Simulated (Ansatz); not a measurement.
The starting structures come from a database of crystals and need not be the phases stable at ambient conditions.

```
Cd2IP3
1.0
    6.30840     0.00000     0.00000
    0.83698     7.59612     0.00000
    0.73106    -0.77564     6.21770
Cd P I
4 6 2
Direct
  0.89316   0.28131   0.39488
  0.10684   0.71869   0.60512
  0.39488   0.21869   0.89316
  0.60512   0.78131   0.10684
  0.19391   0.75000   0.19391
  0.80609   0.25000   0.80609
  0.15397   0.54150   0.93531
  0.84603   0.45850   0.06469
  0.93531   0.95850   0.15397
  0.06469   0.04150   0.84603
  0.61951   0.75000   0.61951
  0.38049   0.25000   0.38049
```

Space group of this cell: C2/c. The cell is taken as given; by r2SCAN its mean pressure is -1.3 GPa.

Transport runs along the normal of the first two printed cell vectors.

The gap is the functional's own, uncorrected, and κ follows it; spin-orbit coupling is left out. Mid-gap values are interpolated between the computed energies.

Question: Give the band gap and the smallest decay constant κ at mid-gap that r2SCAN (Ansatz, a first-principles code) yields.

Answer: Gap 1.51 eV on a 6×4×6 mesh; κ = 0.180 1/Å, at (0.167, 0.250) of the in-plane reciprocal vectors. At the zone centre, at the nearest computed energy, the slowest state has κ = 0.19 1/Å.
